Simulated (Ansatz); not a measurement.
Amorphous Si$_{30}$N$_{41}$In, 72 atoms at 3.10 g/cm³, one PBE-relaxed geometry, zone centre. Methods: PBE, scalar-relativistic without spin-orbit coupling (Ansatz, an electronic-structure program); r2SCAN, scalar-relativistic without spin-orbit coupling (Ansatz); HSE06, scalar-relativistic without spin-orbit coupling (Ansatz). Plane waves to 420 eV (r2SCAN 500 eV); exact exchange is cut at the cell's faces. At PBE the levels at the filled edge of the gap are localised (band-tail or defect states). The higher rungs were started with moments on some atoms, which died out.

A CHGNet melt-quench gave the starting glass, which DFT then relaxed. N atoms were pushed apart under 1.9 Å during the dynamics, to hinder bonds among them. The hot cell started wider than the set density and was brought back towards it in steps. It is the lowest in DFT energy of 2 quenches. It is a model cell: composition and starting density were chosen by hand, and all elements were melted together. No dispersion term was used. Its density started from a set value of 3.12 and ended at 3.10 g/cm³. Cooling (nominally 450 K/ps over its main leg) ran many orders faster than in experiment, which tends to leave more defects and strain. Values belong to this one cell and scatter from quench to quench. Volume and shape were free in the relaxation. On a 2×2×2 Γ-centred mesh force components of up to 0.13 eV/Å stay, since the relaxation ran on the zone centre alone.

The relaxation ran on the zone centre alone. At PBE the level gap is 2.29 eV on a 2×2×2 Γ-centred mesh, and the spacing at the zone centre alone 2.40 eV.

**Question.** What zone-centre spacing does r2SCAN give, roughly?

**Answer.** 2.80 eV (+0.40 eV against PBE).

**Question.** What zone-centre spacing does HSE06 give, roughly?

**Answer.** 3.72 eV (+1.32 eV against PBE).

The highest filled and the lowest empty state spread over these numbers of atoms (participation numbers): PBE: 7.6 and 13.7; r2SCAN: 7.2 and 11.5; HSE06: 6.8 and 12.2.
